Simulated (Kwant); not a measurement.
System: quantum point contact (saddle potential) in a GaAs two-dimensional gas. Effective mass 0.067 mₑ, grid spacing 1.7 nm, hard walls, nominal width 40 nm (23 grid rows, so walls 40.8 nm apart), one parabolic valley, scattering region 120 nm long along x; energies count from the band bottom; Fermi energy 0.0502 eV. Potential (V0 + ½k y²) cos²(πx/L) for |x| < L/2, with V0 swept from 0.05271 to 0 eV, k = 0.00088 eV/nm², L = 70 nm.

Constants are typed, rounded textbook-type inputs, not results; the design itself was drawn at random and stands for no fabricated device.

Computed with Kwant: effective-mass tight-binding model on a square grid, one spin, coherent transport at 0 K. Conductance is in e²/h.

Question: Compare with the saddle-point formula G = Σ 1/(1 + exp(−2π(E − V0 − ħωy(n + ½))/ħωx)), taking ħωy = ħ√(k/m) and ħωx from the curvature along x of V0 plus half of the mode's confinement energy.

Answer: ħωy = 31.6 meV; at V0 = 42.8 meV the lowest mode has ħωx = 15.2 meV.

```csv
V0 (meV),formula,simulation
49.7,0.0027,0.0024
42.8,0.030,0.031
35.9,0.34,0.36
29.0,0.93,0.94
22.2,1.00,1.00
15.3,1.00,1.00
```

The formula takes a parabolic saddle in the continuum; the run has the full potential on a grid.
